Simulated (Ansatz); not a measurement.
Slab thickness and the (111) surface of fcc Rh: the same face, mesh and vacuum, all atoms relaxed.

Calculation: PBE (plane waves to 420 eV, PAW; Ansatz, a quantum-chemistry and plane-wave program).

```json
[
 {"atoms": "2", "thickness (Å)": "2.1", "γ (J/m²)": "2.04", "work function, top face (eV)": "?", "rough cost": "very roughly 25 core-seconds"},
 {"atoms": "3", "thickness (Å)": "4.3", "γ (J/m²)": "2.04", "work function, top face (eV)": "?", "rough cost": "around 40 core-seconds (rough)"},
 {"atoms": "4", "thickness (Å)": "6.5", "γ (J/m²)": "2.08", "work function, top face (eV)": "5.16", "rough cost": "very roughly 40 core-seconds"},
 {"atoms": "5", "thickness (Å)": "8.8", "γ (J/m²)": "2.06", "work function, top face (eV)": "5.16", "rough cost": "around 60 core-seconds (rough)"},
 {"atoms": "6", "thickness (Å)": "11.0", "γ (J/m²)": "2.06", "work function, top face (eV)": "5.14", "rough cost": "very roughly 50 core-seconds"},
 {"atoms": "7", "thickness (Å)": "13.2", "γ (J/m²)": "2.06", "work function, top face (eV)": "5.15", "rough cost": "roughly 50 core-seconds"},
 {"atoms": "8", "thickness (Å)": "15.4", "γ (J/m²)": "2.07", "work function, top face (eV)": "5.15", "rough cost": "around 120 core-seconds (rough)"},
 {"atoms": "10", "thickness (Å)": "19.8", "γ (J/m²)": "2.06", "work function, top face (eV)": "5.15", "rough cost": "around 2.3 core-minutes (rough)"},
 {"atoms": "12", "thickness (Å)": "24.2", "γ (J/m²)": "2.06", "work function, top face (eV)": "5.15", "rough cost": "very roughly 4 core-minutes"},
 {"atoms": "16", "thickness (Å)": "33.1", "γ (J/m²)": "2.06", "work function, top face (eV)": "5.15", "rough cost": "around 4 core-minutes (rough)"}
]
```

Question: Fill in the missing entries.

Answer: 
- 2, work function, top face (eV): 5.18
- 3, work function, top face (eV): 5.06
